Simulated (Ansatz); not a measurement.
Phonons of KBr in the rock salt structure at temperature

Method: the stochastic self-consistent harmonic approximation in a 3×3×3 supercell, LDA in Ansatz (a program for electronic structure). The cell is fixed at its relaxed static size. Melting and transitions to other phases are not modelled. An odd repeat of the supercell leaves out some zone-boundary points, where instabilities often lie. Frequencies in cm⁻¹ at q = (0.00, 0.33, 0.67) (fractions of the primitive reciprocal vectors), each column in ascending order, rows equal in every column written once; i marks an imaginary mode. The auxiliary (Gaussian) frequencies are positive by construction; the free-energy Hessian decides stability.

```
harmonic  Gaussian 300 K  Hessian 300 K  Gaussian 600 K  Hessian 600 K
--------  --------------  -------------  --------------  -------------
59                    58             58              58             57
69                    70             66              72             64
85                    87             84              89             83
120                  125            117             129            115
136                  140            133             144            131
138                  145            136             149            134
```

```
Property                                                                      Result
-------------------------------------------------------------------  ---------------
pressure at 300 K in this cell                                       0.53 ± 0.00 GPa
pressure at 600 K in this cell                                       0.99 ± 0.00 GPa
pressure near 300 K by path-integral sampling of the fitted surface         0.56 GPa
pressure near 600 K by path-integral sampling of the fitted surface         1.08 GPa
static pressure                                                            -0.01 GPa
```

Over all wave vectors of the supercell the softest harmonic mode is 35 cm⁻¹ at q = (0.00, 0.33, 0.33); the softest of the Hessian is 33 cm⁻¹ at q = (0.00, 0.33, 0.33) at 300 K (error under 1; the run's verdict: stable), 32 cm⁻¹ at q = (0.00, 0.33, 0.33) at 600 K (error under 1; the run's verdict: stable).
